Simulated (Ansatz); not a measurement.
**Ti: response to strain**

Take Ti in the hcp (Mg type) structure (space group P6_3/mmc, No. 194; a = 2.9016 Å, c = 4.5930 Å; relaxed with 0.1 eV smearing) as the base. Axes: x lies along a and z along c of the hexagonal cell.

Strains are applied to the cell and any free atomic positions relax.

The values are results of PBEsol, PAW, 420 eV (Ansatz, a program for electronic structure; spin-orbit coupling left out), not measurements.

Notes on the quantities. energy relative to the base: free energy F.

| uniaxial strain ε_xx (%) | energy relative to the base (meV/atom) |
|---|---|
| 0 | 0.0 |
| 0.5 | ? |
| 1 | 0.9 |
| 1.5 | 1.9 |
| 2 | 3.4 |
| 2.5 | 5.2 |
| 3 | 7.4 |

Fit ΔE = Aε² + Bε³ (ε in %) to the rows shown and predict the withheld row.

Least squares on the printed values gives A = 0.893 and B = -0.024 meV/atom (largest residual 0.0 meV/atom); this predicts 0.2 meV/atom, and the run gives 0.2 meV/atom, in agreement.

Stability against distortions was not tested. All final runs are without spin polarisation.
